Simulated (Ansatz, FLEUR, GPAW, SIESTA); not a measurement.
One structure in several programs: NaFeO3 (Pm-3m, 5 atoms in the cell)

Self-consistent single point.

```
CELL_PARAMETERS angstrom
      3.74927     0.00000     0.00000
      0.00000     3.74927     0.00000
      0.00000     0.00000     3.74927
ATOMIC_POSITIONS crystal
  Na 0.00000 0.00000 0.00000
  Fe 0.50000 0.50000 0.50000
  O  0.50000 0.50000 0.00000
  O  0.00000 0.50000 0.50000
  O  0.50000 0.00000 0.50000
```
Moments meant for the start (each program seeds them in its own way; μB, in the order of the atoms Na Fe O O O): 0.0 4.0 0.0 0.0 0.0.

Shared settings, as Ansatz (a quantum-chemistry and plane-wave program) writes them: kpoints.mp_grid.grid = 9 9 9; scf.occupations.method = gaussian; scf.occupations.width = 0.05 eV. Potentials and cutoffs stand in the table.

```tsv
code	model	size of the net moment (μB/atom)	cutoff
SIESTA	LDA PW92, numerical atomic orbitals DZP, PseudoDojo LDA standard norm-conserving potentials (rewritten from UPF to PSML)	0.78	grid 400 Ry
FLEUR	LDA (Perdew-Zunger), all-electron FLAPW (FLEUR), scalar-relativistic valence	0.78	Kmax 4.8 1/bohr
Ansatz	LDA (PW92), PAW files made with PBE	0.78	420 eV
GPAW	LDA (Perdew-Wang 92), GPAW PAW datasets LDA (gpaw-data 1.0.1)	0.78	950 eV
```

On Ansatz's run: the magnetic order is the one reached from the typed start; others were not searched systematically.

The spread over the programs that give each value: size of the net moment within 0.00 μB/atom.

SIESTA uses small atom-centred bases, whose incompleteness enters pressures, forces and empty levels differently from a plane-wave cutoff. FLEUR treats all electrons, but the usual bases taken here (sphere radii, linearisation, local orbitals, empty states) were not tested for convergence, so the values are no reference for the others. 

The starting cell comes from a database of computed structures (which also holds hypothetical and non-ambient phases and stackings), without a prior relaxation at this level. Its lattice was rescaled by a random factor within 2.5 % of one.

Left out of this page: ABINIT (with a known weakness of the program).

Keys are those of Ansatz 0.2.
